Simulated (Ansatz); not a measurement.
## Cs under a change: biaxial strain +2.00 %, plane normal [001], relaxed out of plane

Base system: Cs in the bcc (W type) structure (space group Im-3m, No. 229; a = 6.007 Å; relaxed with 0.1 eV smearing). Axes: x, y, z lie along the cube axes.

Perturbation: tensile biaxial strain of 2.00 % in the plane normal to [001], as in epitaxy on a mismatched substrate; the out-of-plane cell vector and the atoms relax.

All numbers come from PBEsol, PAW, 420 eV (Ansatz, a program for electronic structure; no SOC). Γ-centred 16×16×16 mesh, Fermi–Dirac width 0.1 eV.

- Energy relative to the base (free energy F) = +0.3 meV/atom
- Pressure (mean of the normal stresses, compression positive) = 0.0 GPa (base 0.0 GPa)
- Band gap = zero (base zero)
- Out-of-plane strain = -2.88 %
- Ratio −ε⊥/ε∥ = 1.44
- Mean in-plane stress (compression positive) = 0.0 GPa

Final structure (turned so that z lies along the plane normal):

```
Cs
1.0
    6.12731     0.00000     0.00000
    0.00000     6.12731     0.00000
    3.06366    -3.06366     2.91718
Cs
1
Cartesian
  0.00000   0.00000   0.00000
```

Whether these cells are dynamically stable was not tested. All final runs are without spin polarisation.
